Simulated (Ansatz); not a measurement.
We consider NaCaF3 (model structure, started from the cubic perovskite type, Pm-3m, No. 221, 5 atoms in the cell), described by PBEsol in Ansatz (PAW).

Settings: plane-wave cutoff 520 eV, 8×8×8 k mesh, Fermi–Dirac smearing 0.01 eV, scalar-relativistic PAW data made under PBE.

The cell is the one relaxed with PBEsol. Conventional cell: a = 4.3718 Å, b = 4.3718 Å, c = 4.3718 Å, α = 90.00°, β = 90.00°, γ = 90.00°.

```
CaNaF3
1.0
    4.37183     0.00000     0.00000
    0.00000     4.37183     0.00000
    0.00000     0.00000     4.37183
Na Ca F
1 1 3
Cartesian
  0.00000   0.00000   0.00000
  2.18592   2.18592   2.18592
  0.00000   2.18592   2.18592
  2.18592   2.18592   0.00000
  2.18592   0.00000   2.18592
```

Problem. List the 19 lowest band energies at Γ above −25 eV (eV, relative to the valence band maximum), grouping those that round alike.

Solution. At Γ: -21.03 (×3), -19.16, -19.05 (×2), -16.15 (×3), -0.96 (×3), -0.42 (×3), -0.15 (×3), 5.11.

Note: the relaxation could raise the start's symmetry but not lower it, so the cell can be a saddle point.

A model structure was made by putting elements into a prototype or built by hand; it is no filed structure, need not be a known phase, and can be a saddle point held by its symmetry.

Ansatz is a first-principles code.
